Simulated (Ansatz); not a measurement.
Take CsPbCl₃ in the cubic perovskite structure (space group Pm-3m, No. 221; a = 5.619 Å) as the base. Axes: x, y, z lie along the cube axes.

Level of theory: plane-wave PAW DFT at the PBEsol level (Ansatz, a program for electronic structure, 420 eV), no spin-orbit coupling.

Small strains at fixed cell, atoms relaxed; stresses less that of the base, compression positive, in the order xx, yy, zz, yz, xz, xy:

```tsv
strain tensor components (%)	stress (GPa)
0.64, 1.56, -0.84, 1.47, -0.56, -0.10	-0.41, -0.82, 0.34, -0.14, 0.05, 0.01
0.00, 0.00, 1.05, 0.00, 0.00, 0.00	-0.08, -0.08, -0.58, 0.00, 0.00, 0.00
0.48, -0.59, 0.07, -0.85, 0.24, 0.21	-0.23, 0.31, -0.03, 0.08, -0.02, -0.02
```

Problem. Extract the cubic elastic constants and what follows from them, and test mechanical stability.

Solution. With σ_ii = C11 ε_ii + C12 (tr ε − ε_ii) and σ_ij = 2 C44 ε_ij (tension positive), least squares gives C11 ≈ 55 GPa, C12 ≈ 6.4 GPa and C44 ≈ 4.7 GPa (good to about 1 GPa or a few per cent; finite strains leave residuals up to 0.0 GPa). Then B = (C11 + 2 C12)/3 ≈ 23 GPa, C′ = (C11 − C12)/2 ≈ 24 GPa and the Zener ratio C44/C′ ≈ 0.2. The Born criteria for a cubic crystal are met. Phonon stability is a separate test, not made here.

No phonon test of stability was made. Many cubic perovskites are stable only at high temperature; tilts and polar distortions were not tested. This is not the structure that CsPbCl3 has at room temperature and ambient pressure.
